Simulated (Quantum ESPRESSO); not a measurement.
Density of states of TiSi (Cmmm, 2 atoms in the cell).

```
TiSi
1.0
    1.81618     2.11762     0.00000
   -1.81618     2.11762     0.00000
    0.00000     0.00000     3.80393
Ti Si
1 1
Direct
  0.50000   0.50000   0.00000
  0.00000   0.00000   0.50000
```

Computed with LDA (PZ), GBRV 1.5 ultrasoft (LDA) pseudopotentials (plane waves; Quantum ESPRESSO).

SCF settings: ecutwfc = 50 Ry; ecutrho = 400 Ry; occupations = smearing; smearing = methfessel-paxton; degauss = 0.0073499 Ry; potentials = {Ti: ti_lda_v1.4.uspp.F.UPF, Si: si_lda_v1.uspp.F.UPF}; K_POINTS = automatic 8 8 6 0 0 0; conv_thr = 1e-10 Ry. Keys of the DOS step: nscf.calculation = nscf; nscf.occupations = tetrahedra_opt; nscf.nbnd = 15; nscf.startingwfc = random; nscf.diago_thr_init = 1e-06; nscf.diagonalization = cg; dos.x.fildos = dos.dat; dos.x.Emin = -15 eV; dos.x.Emax = 30 eV; dos.x.DeltaE = 0.1 eV.

The starting cell comes from a database of computed structures (which also holds hypothetical and non-ambient phases and stackings), without a prior relaxation at this level. Spin polarisation is off.

Total DOS (both spins), as means of the tabulated values in each energy bin; the zero is the program's Fermi level or highest filled level, and the curve is cut to this window:

(E (eV), states/eV/cell): (-7.80, 0.60); (-7.40, 0.40); (-7.00, 0.28); (-6.60, 0.24); (-6.20, 0.28); (-5.80, 0.31); (-5.40, 0.33); (-5.00, 0.44); (-4.60, 0.63); (-4.20, 1.17); (-3.80, 1.12); (-3.40, 1.02); (-3.00, 1.37); (-2.60, 1.47); (-2.20, 0.99); (-1.80, 0.63); (-1.40, 0.91); (-1.00, 2.02); (-0.60, 1.73); (-0.20, 1.12); (0.20, 1.25); (0.60, 1.63); (1.00, 1.71); (1.40, 2.56); (1.80, 2.94); (2.20, 2.07); (2.60, 1.64)

Around zero the curve holds about 1.1 states/eV/cell.
